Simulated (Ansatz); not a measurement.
Ansatz (a program for electronic structure) run on GePbO3 (Pm-3m, 5 atoms in the cell): self-consistent single point.

Method: PBEsol-D4, default PAW files made with PBE (plane waves; Ansatz).

```
CELL_PARAMETERS angstrom
      3.88844     0.00000     0.00000
      0.00000     3.88844     0.00000
      0.00000     0.00000     3.88844
ATOMIC_POSITIONS crystal
  Ge 0.50000 0.50000 0.50000
  Pb 0.00000 0.00000 0.00000
  O  0.00000 0.50000 0.50000
  O  0.50000 0.00000 0.50000
  O  0.50000 0.50000 0.00000
```

Reference input (self-consistent single point, DFT, PBEsol, plane waves, default PAW files made with PBE): kpoints.mp_grid.grid = 6 6 6; hamiltonian.xc = pbesol; hamiltonian.pseudopotentials = {kind: paw} (the program's default PAW files); scf.occupations.method = gaussian; scf.occupations.width = 0.2 eV. This run's input differs from it in these lines:

```diff
@@ -16,2 +16,3 @@
   xc: pbesol
+  dispersion: d4
   pseudopotentials: { kind: paw }
```

Output, abridged:

```
SCF iter   1: F=—  HF=-17691.191203 eV  |F-HF|=—  |Δ(HF+E_count)|=         —  Δρ=1.66e-2  dr2=1.35e-1  ethr=1.77e-3  ⟨swp⟩=5.7  Hψ=2527  notcnv=0
all-band conjugate gradients solve this SCF's bands
preconditioner: auto → Resta (q_TF=auto, 2.619 Å⁻¹)
SCF iter   2: F=—  HF=-17691.159096 eV  |F-HF|=—  |Δ(HF+E_count)|=   3.21e-2  Δρ=5.34e-3  dr2=1.80e-2  ethr=2.94e-4  ⟨swp⟩=1.7  Hψ=756  notcnv=0  defer=1
   [... lines left out ...]
SCF iter   4: F=—  HF=-17691.154249 eV  |F-HF|=—  |Δ(HF+E_count)|=   2.43e-4  Δρ=2.03e-4  dr2=2.50e-5  ethr=1.71e-6  ⟨swp⟩=2.9  Hψ=1042  notcnv=0  defer=2
SCF iter   5: F=—  HF=-17691.154304 eV  |F-HF|=—  |Δ(HF+E_count)|=   5.48e-5  Δρ=7.80e-5  dr2=4.10e-6  ethr=5.43e-8  ⟨swp⟩=2.0  Hψ=946  notcnv=0  defer=2
SCF iter   6: F=—  HF=-17691.154302 eV  |F-HF|=—  |Δ(HF+E_count)|=   1.35e-6  Δρ=2.69e-5  dr2=4.46e-7  ethr=8.91e-9  ⟨swp⟩=2.0  Hψ=938  notcnv=0  defer=2
SCF iter   7: F=-17691.154302 eV  HF=-17691.154302 eV  |F-HF|=6.28e-9  |Δ(HF+E_count)|=   2.02e-7  Δρ=3.96e-6  dr2=1.06e-8  ethr=2.17e-10  ⟨swp⟩=9.4  Hψ=2609  notcnv=0
SCF 1 converged in 7 iterations: F = -17691.154302 eV  dr2 = 1.06e-8
Free energy (F): -17691.154302 eV
Internal energy: -17691.151665 eV  (E = F + TS)
E sigma→0 (E₀):  -17691.152984 eV
Entropy (-TS):   -0.002637 eV (-0.527 meV/atom)
Fermi energy:    10.936402 eV
--- Forces (eV/Å), atoms counted from 1 ---
  atom   1  Ge     0.00000000    -0.00000000     0.00000000
   [... zero for the other atoms too ...]
--- Stress (GPa, compression-positive) ---
       -7.956589       0.000000       0.000000
        0.000000      -7.956589       0.000000
        0.000000       0.000000      -7.956589
  P = ⅓ Tr σ = -7.9566 GPa (-79.566 kbar)
  The stress holds the Pulay correction. Without it, at fixed plane waves, as pw.x and ABINIT print it: P = -8.6532 GPa
```

The run converged in 7 iterations. Against the reference run the pressure goes from -6.00 to -7.96 GPa.

The starting cell comes from a database of computed structures (which also holds hypothetical and non-ambient phases and stackings), without a prior relaxation at this level. With a pressure of about -8 GPa the cell is away from its equilibrium volume at this level. Ansatz's pressure includes its estimate of the finite-basis (Pulay) stress. Without the estimate this run gives -8.65 GPa. The run gives no clean gap (levels at the Fermi energy touch, overlap or are partly filled at this smearing), which alone does not show that the compound is a metal.

Keys are those of Ansatz 0.2.
